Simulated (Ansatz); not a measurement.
Take Lu in the hcp (Mg type) structure (space group P6_3/mmc, No. 194; a = 3.506 Å, c = 5.482 Å; relaxed with 0.1 eV smearing) as the base.

Structures relaxed with PBE (Ansatz, a first-principles code; PAW; 420 eV plane waves; no SOC).

Base:

Simulated powder pattern, Co Kα, λ = 1.79026 Å (kinematic, ideal powder, no thermal factors, no anomalous dispersion; the 10 strongest lines at most, above 2 %, up to 2θ = 90°):

```csv
2θ (°),I/Imax (%),hkl
34.29,24,(100)
38.12,24,(002)
39.39,100,(101)
52.20,15,(102)
61.41,19,(110)
69.74,20,(103)
72.26,3.1,(200)
74.62,23,(112)
75.44,17,(201)
84.75,4.2,(202)
```

After one change:

Simulated powder pattern, Co Kα, λ = 1.79026 Å (kinematic, ideal powder, no thermal factors, no anomalous dispersion; the 10 strongest lines at most, above 2 %, up to 2θ = 90°):

```csv
2θ (°),I/Imax (%)
33.94,24
37.73,24
38.98,100
51.65,16
60.74,20
68.95,21
71.43,3.1
73.75,23
74.56,17
83.72,4.2
```

Problem. Which change produced these results?
A) isotropic strain −3.00 %
B) isotropic strain −1.50 %
C) isotropic strain +1.00 %
D) isotropic strain +1.50 %

Solution. C, isotropic strain +1.00 %. Its volume per atom is 30.07 Å³ against 29.18 Å³, and its space group is P6_3/mmc (No. 194).

Stability against distortions was not tested.
